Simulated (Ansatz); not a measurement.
Si3N4, treated with PBEsol (plane waves, PAW; Ansatz, a quantum-chemistry and plane-wave program).

Numerical settings: plane-wave cutoff 520 eV, 6×6×16 k mesh (along the axes of the cell as run), Fermi–Dirac smearing 0.03 eV, scalar-relativistic PAW data made under PBE.

Starting structure:

```
CELL_PARAMETERS angstrom
      7.60930     0.00000     0.00000
     -3.80465     6.58985     0.00000
      0.00000     0.00000     2.90790
ATOMIC_POSITIONS crystal
  Si 0.17420 0.76780 0.25000
  Si 0.40640 0.17420 0.75000
  Si 0.23220 0.40640 0.25000
  Si 0.82580 0.23220 0.75000
  Si 0.59360 0.82580 0.25000
  Si 0.76780 0.59360 0.75000
  N  0.33333 0.66667 0.25000
  N  0.66667 0.33333 0.75000
  N  0.32900 0.03900 0.25000
  N  0.29000 0.32900 0.75000
  N  0.96100 0.29000 0.25000
  N  0.67100 0.96100 0.75000
  N  0.71000 0.67100 0.25000
  N  0.03900 0.71000 0.75000
```

**Question.** Into what structure does the relaxation of cell and atoms lead at this level, with the symmetry of the start kept?

**Answer.** The volume increases by 0.5 %; final space group P6_3/m.
```
CELL_PARAMETERS angstrom
      7.62444     0.00000     0.00000
     -3.81222     6.60296     0.00000
      0.00000     0.00000     2.91032
ATOMIC_POSITIONS crystal
  Si 0.17393 0.76755 0.25000
  Si 0.40638 0.17393 0.75000
  Si 0.23245 0.40638 0.25000
  Si 0.82607 0.23245 0.75000
  Si 0.59362 0.82607 0.25000
  Si 0.76755 0.59362 0.75000
  N  0.33333 0.66667 0.25000
  N  0.66667 0.33333 0.75000
  N  0.33000 0.02961 0.25000
  N  0.30039 0.33000 0.75000
  N  0.97039 0.30039 0.25000
  N  0.67000 0.97039 0.75000
  N  0.69961 0.67000 0.25000
  N  0.02961 0.69961 0.75000
```
